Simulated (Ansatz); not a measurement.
# A self-consistent single point of Sc₂HgSe₄ (Fd-3m, 14 atoms in the cell) with Ansatz

Level of theory: PBEsol, default PAW files made with PBE (plane waves; Ansatz, a quantum-chemistry and plane-wave program).

Input:

Ansatz 0.2 input:
```yaml
crystal:
  lattice:
    - [0.000000, 5.587970, 5.587970]
    - [5.587970, 0.000000, 5.587970]
    - [5.587970, 5.587970, 0.000000]
  atoms:
    - { symbol: Sc, position: [0.125000, 0.125000, 0.125000] }
    - { symbol: Sc, position: [0.625000, 0.125000, 0.125000] }
    - { symbol: Sc, position: [0.125000, 0.625000, 0.125000] }
    - { symbol: Sc, position: [0.125000, 0.125000, 0.625000] }
    - { symbol: Hg, position: [0.750000, 0.750000, 0.750000] }
    - { symbol: Hg, position: [0.500000, 0.500000, 0.500000] }
    - { symbol: Se, position: [0.362600, 0.362600, 0.362600] }
    - { symbol: Se, position: [0.912200, 0.362600, 0.362600] }
    - { symbol: Se, position: [0.362600, 0.912200, 0.362600] }
    - { symbol: Se, position: [0.362600, 0.362600, 0.912200] }
    - { symbol: Se, position: [0.887400, 0.887400, 0.887400] }
    - { symbol: Se, position: [0.337800, 0.887400, 0.887400] }
    - { symbol: Se, position: [0.887400, 0.337800, 0.887400] }
    - { symbol: Se, position: [0.887400, 0.887400, 0.337800] }
kpoints:
  mp_grid: { grid: [5, 5, 5] }
hamiltonian:
  xc: pbesol
  pseudopotentials: { kind: paw }
scf:
  occupations: { method: fermi_dirac, width: 0.1 eV }
output:
  forces: true
  eigenvalues: true
  stress: true
```

The program printed (abridged):

```
WARN basis.ecutwfc = 420 eV, the default
WARN ansatz: RAYON_NUM_THREADS=1 ignored (pool sized by the plan → 1); use --threads N
Pseudopotentials: kind: paw
Pseudopotential: Sc, paw, valence charge 11
Pseudopotential: Hg, paw, valence charge 20
Pseudopotential: Se, paw, valence charge 16
Crystal: 14 atoms, lattice volume = 348.973 Å³
Basis set: ecut = 420 eV, 6855 PW (Γ), exchange–correlation on 108×108×108 points (8 copies of the dense FFT grid, shifted against one another)
Bands: 128, of which v1, the nominal top of the filled ones, is band 106 counted from 1 (105 counted from 0)
Symmetry: 48 space group operations
Space group: Fd-3m (ITA 227), of the structure as read, at distance tolerance 7.0e-5 Å
k-points: 10 of 125
PAW frozen core: Sc, regenerated for the run's functional, and the local potential with it
PAW frozen core: Hg, regenerated for the run's functional, and the local potential with it
PAW frozen core: Se, regenerated for the run's functional, and the local potential with it
Initial density: superposition of atomic densities (neutral atoms: chi_scale 0, normalization atom), corrected by the library's trained network
Initial wavefunctions: pseudopotential atomic-orbital guess
Eigensolver: davidson
Functional: x = pbesol(κ = 0.804, μ = 0.12345679012345678), c = pbesol(β = 0.046)
SCF iter   1: F=—  HF=-79192.969438 eV  |F-HF|=—  |Δ(HF+E_count)|=         —  Δρ=2.95e-3  dr2=4.12e-2  ethr=1.77e-3  ⟨swp⟩=5.8  Hψ=4315  notcnv=0  defer=3
all-band conjugate gradients solve this SCF's bands
preconditioner: auto → Resta (q_TF=auto, 2.511 Å⁻¹)
SCF iter   2: F=—  HF=-79192.960004 eV  |F-HF|=—  |Δ(HF+E_count)|=   9.43e-3  Δρ=1.57e-3  dr2=1.09e-2  ethr=1.94e-5  ⟨swp⟩=3.0  Hψ=2421  notcnv=0  defer=3
SCF iter   3: F=—  HF=-79192.958626 eV  |F-HF|=—  |Δ(HF+E_count)|=   1.38e-3  Δρ=5.88e-4  dr2=1.99e-3  ethr=5.15e-6  ⟨swp⟩=2.0  Hψ=1725  notcnv=0  defer=3
SCF iter   4: F=—  HF=-79192.958692 eV  |F-HF|=—  |Δ(HF+E_count)|=   6.57e-5  Δρ=2.05e-4  dr2=2.00e-4  ethr=9.38e-7  ⟨swp⟩=2.0  Hψ=1670  notcnv=0  defer=3
SCF iter   5: F=—  HF=-79192.958813 eV  |F-HF|=—  |Δ(HF+E_count)|=   1.21e-4  Δρ=8.43e-5  dr2=3.45e-5  ethr=9.43e-8  ⟨swp⟩=2.0  Hψ=1490  notcnv=0  defer=3
SCF iter   6: F=—  HF=-79192.958756 eV  |F-HF|=—  |Δ(HF+E_count)|=   5.67e-5  Δρ=2.45e-5  dr2=3.56e-6  ethr=1.63e-8  ⟨swp⟩=2.0  Hψ=1671  notcnv=0  defer=3
SCF iter   7: F=—  HF=-79192.958760 eV  |F-HF|=—  |Δ(HF+E_count)|=   3.51e-6  Δρ=9.91e-6  dr2=4.28e-7  ethr=1.68e-9  ⟨swp⟩=2.0  Hψ=2291  notcnv=0  defer=3
SCF iter   8: F=-79192.958760 eV  HF=-79192.958760 eV  |F-HF|=4.26e-8  |Δ(HF+E_count)|=   3.12e-7  Δρ=2.61e-6  dr2=3.89e-8  ethr=4.72e-11  ⟨swp⟩=8.4  Hψ=4841  notcnv=0
SCF 1 converged in 8 iterations: F = -79192.958760 eV  dr2 = 3.89e-8
SCF converged after 8 iterations
Free energy (F): -79192.958760 eV
Harris-Foulkes:  -79192.958760 eV  (|F-HF|=4.26e-8)
Internal energy: -79192.938974 eV  (E = F + TS)
E sigma→0 (E₀):  -79192.948867 eV
Entropy (-TS):   -0.019786 eV (-1.413 meV/atom)
Fermi energy:    8.556661 eV
--- Per-component energies (eV) ---
  E_band       = -4683.064401
  E_kinetic    = 3210.911967
  E_local      = -29885.339900  (includes V_loc(G=0)·N_el)
  E_nonlocal   = -4264.924300
  E_hartree    = 13842.281991
  E_xc         = -1685.614731
  E_vxc        = -1832.548654  (∫ρ·V_xc dr)
  E_paw        = -38265.539349  (= ΣΔE_a)
  E_vpaw       = 404.273799  (= ΣTr[D̂ρ^β])
  E_aug_tail   = -0.002872  (compensation charges beyond the density's cutoff)
  E_ewald      = -22153.952785
  E_core_change = 9.241006  (= ΣΔE_core)
  E_smearing   = -0.019786  (= −TS)
  E_closure    = -0.000000  (closes the sum)
  Σ components = -79192.958760   (vs F -79192.958760, Δ=0.00e0)
--- Forces (eV/Å), atoms counted from 1 ---
  atom   1  Sc     0.00000000    -0.00000000     0.00000000
  atom   2  Sc     0.00000000    -0.00000000     0.00000000
  atom   3  Sc     0.00000000    -0.00000000    -0.00000000
  atom   4  Sc     0.00000000     0.00000000     0.00000000
  atom   5  Hg     0.00000000     0.00000000     0.00000000
  atom   6  Hg     0.00000000    -0.00000000     0.00000000
  atom   7  Se     0.27997186     0.27997186     0.27997186
  atom   8  Se     0.27997186    -0.27997186    -0.27997186
  atom   9  Se    -0.27997186     0.27997186    -0.27997186
  atom  10  Se    -0.27997186    -0.27997186     0.27997186
  atom  11  Se    -0.27997186    -0.27997186    -0.27997186
  atom  12  Se    -0.27997186     0.27997186     0.27997186
  atom  13  Se     0.27997186    -0.27997186     0.27997186
  atom  14  Se     0.27997186     0.27997186    -0.27997186
  max |Σ_I F_I| component: 5.55e-17 eV/Å
--- Stress (GPa, compression-positive) ---
        0.813828      -0.000000      -0.000000
       -0.000000       0.813828      -0.000000
        0.000000       0.000000       0.813828
  P = ⅓ Tr σ = 0.8138 GPa (8.138 kbar)
  The stress holds the Pulay correction. Without it, at fixed plane waves, as pw.x and ABINIT print it: P = 0.7956 GPa
--- Band table (eV; the first three rows and the last of 10) ---
  k-point 0: bands = ["-106.0295", "-106.0294", "-54.4407", "-54.4407", "-54.4407", "-54.4407", "-54.4407", "-54.4407", "-40.8107", "-40.8081", "-40.8081", "-40.8081", "-38.4774", "-38.4772", "-38.4766", "-38.4766", "-38.4766", "-38.4765", [...]
  k-point 1: bands = ["-106.0295", "-106.0295", "-54.4407", "-54.4407", "-54.4407", "-54.4407", "-54.4407", "-54.4407", "-40.8105", "-40.8083", "-40.8081", "-40.8081", "-38.4774", "-38.4772", "-38.4767", "-38.4766", "-38.4766", "-38.4766", [...]
  k-point 2: bands = ["-106.0295", "-106.0295", "-54.4407", "-54.4407", "-54.4407", "-54.4407", "-54.4407", "-54.4407", "-40.8101", "-40.8086", "-40.8081", "-40.8081", "-38.4773", "-38.4772", "-38.4767", "-38.4766", "-38.4766", "-38.4766", [...]
  k-point 9: bands = ["-106.0295", "-106.0295", "-54.4407", "-54.4407", "-54.4407", "-54.4407", "-54.4407", "-54.4407", "-40.8097", "-40.8091", "-40.8081", "-40.8081", "-38.4773", "-38.4772", "-38.4767", "-38.4767", "-38.4766", "-38.4766", [...]
```

The run converged in 8 iterations.

The starting cell was generated: these elements placed on a structure prototype, without a prior relaxation; it need not be a known phase or ordering of this composition. Its lattice was rescaled by a random factor within 2.5 % of one. Spin-orbit coupling is off. Ansatz's pressure includes its estimate of the finite-basis (Pulay) stress.
